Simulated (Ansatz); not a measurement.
This Ansatz (a quantum-chemistry and plane-wave program) input is the reference run, BeSe in the zinc blende structure (space group F-43m, No. 216), computed with Kohn–Sham DFT with the PBE functional, run in Ansatz with PAW and 420 eV plane waves, scalar-relativistic without spin-orbit coupling:

Ansatz 0.2 input:
```yaml
crystal:
  lattice:
    - [0, 2.5888888712, 2.5888888712]
    - [2.5888888712, 0, 2.5888888712]
    - [2.5888888712, 2.5888888712, 0]
  atoms:
    - { symbol: Se, position: [0.75, 0.75, 0.75] }
    - { symbol: Be, position: [0, 0, 0] }
basis: { ecutwfc: 420, ecutrho_ratio: 4, xc_grid: 2, fft_grid_basis: typed }
kpoints: { mp_grid: { grid: [25, 25, 25] } }
hamiltonian:
  xc: pbe
  dispersion: none
  pseudopotentials: { kind: paw }
scf: { occupations: { method: fermi_dirac, width: 0.0259 }, convergence: { dr2_threshold: 0.0000000002 } }
output: { forces: true, stress: true }
checkpoint: { write: state.ck, write_every: 1000 }
```

Q: Write the input for this change: 0.243 holes added to each cell, a density of 7.0×10^21 cm⁻³, with a uniform compensating background at fixed cell and a 300 K Fermi–Dirac width.

A: 
Ansatz 0.2 input:
```yaml
crystal:
  lattice:
    - [0, 2.5888888712, 2.5888888712]
    - [2.5888888712, 0, 2.5888888712]
    - [2.5888888712, 2.5888888712, 0]
  atoms:
    - { symbol: Se, position: [0.75, 0.75, 0.75] }
    - { symbol: Be, position: [0, 0, 0] }
basis: { ecutwfc: 420, ecutrho_ratio: 4, xc_grid: 2, fft_grid_basis: typed }
kpoints: { mp_grid: { grid: [25, 25, 25] } }
hamiltonian:
  xc: pbe
  dispersion: none
  pseudopotentials: { kind: paw }
total_charge: 0.242923
scf: { occupations: { method: fermi_dirac, width: 0.0259 }, convergence: { dr2_threshold: 0.0000000002 } }
relax: { f_tol: 0.005, max_steps: 30 }
output: { forces: true, stress: true }
checkpoint: { write: state.ck, write_every: 1000 }
```
This is the input that was run.

Carriers are added with a uniform compensating background; total energy and stress of such cells depend on the potential's zero and are not compared; many-body gap narrowing is missing at this level. Stability against distortions was not tested.
